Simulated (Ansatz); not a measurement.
Partial pair distribution functions of a relaxed model of amorphous Ge$_{28}$Se$_{28}$H$_{2}$, broadened by 0.06 Å; density 4.83 g/cm³. Calculation: PBE-D3(BJ), scalar-relativistic without spin-orbit coupling, PAW (Ansatz default set, large-core Se) (plane waves to 420 eV; Ansatz, an electronic-structure program).

It comes from a melt-quench run on a machine-learned potential (CHGNet), relaxed afterwards by DFT. The hot cell started wider than the set density and was brought back towards it in steps. It is the lowest in DFT energy of 3 quenches. It is a model cell: composition and starting density were chosen by hand, and all elements were melted together. The geometry includes D3(BJ) dispersion. Its density started from a set value of 4.91 and ended at 4.83 g/cm³. The quench (nominally 250 K/ps over its main leg) was far faster than any real one, so the model tends to hold more defects than a real film. One small periodic cell is one sample of the glass; other quenches scatter about these values. Volume and shape were free in the relaxation.

| r (Å) | g Ge-Se | g Ge-Ge | g Se-Se |
|---|---|---|---|
| 2.20 | 0.01 | 0.00 | 0.00 |
| 2.30 | 0.43 | 0.01 | 0.00 |
| 2.40 | 2.66 | 0.17 | 0.00 |
| 2.50 | 5.52 | 0.40 | 0.00 |
| 2.60 | 5.78 | 0.51 | 0.00 |
| 2.70 | 2.16 | 0.69 | 0.00 |
| 2.80 | 0.68 | 0.83 | 0.00 |
| 2.90 | 0.40 | 0.30 | 0.00 |
| 3.00 | 0.39 | 0.39 | 0.00 |
| 3.10 | 0.52 | 0.71 | 0.09 |
| 3.20 | 0.66 | 0.63 | 0.66 |
| 3.30 | 1.19 | 0.69 | 0.76 |
| 3.40 | 1.27 | 1.15 | 1.18 |
| 3.50 | 1.35 | 1.83 | 1.98 |
| 3.60 | 1.02 | 1.80 | 2.71 |
| 3.70 | 0.63 | 1.61 | 3.19 |
| 3.80 | 0.65 | 1.67 | 2.85 |
| 3.90 | 0.79 | 1.65 | 2.10 |
| 4.00 | 0.93 | 1.59 | 1.89 |
| 4.10 | 0.96 | 1.38 | 1.56 |
| 4.20 | 0.92 | 1.50 | 1.18 |
| 4.30 | 0.76 | 1.01 | 0.85 |
| 4.40 | 0.82 | 0.94 | 0.96 |
| 4.50 | 0.70 | 1.02 | 0.99 |
| 4.60 | 0.54 | 0.83 | 0.44 |
| 4.70 | 0.41 | 0.81 | 0.26 |
| 4.80 | 0.58 | 0.73 | 0.33 |
| 4.90 | 0.84 | 0.51 | 0.38 |
| 5.00 | 0.89 | 0.78 | 0.54 |
| 5.10 | 0.96 | 1.10 | 0.62 |
| 5.20 | 0.94 | 1.08 | 0.55 |
| 5.30 | 0.97 | 0.56 | 0.69 |
| 5.40 | 1.19 | 0.79 | 1.06 |
| 5.50 | 1.25 | 1.02 | 1.16 |

Within 2.92 Å each Ge has 2.75 Se neighbours on average.
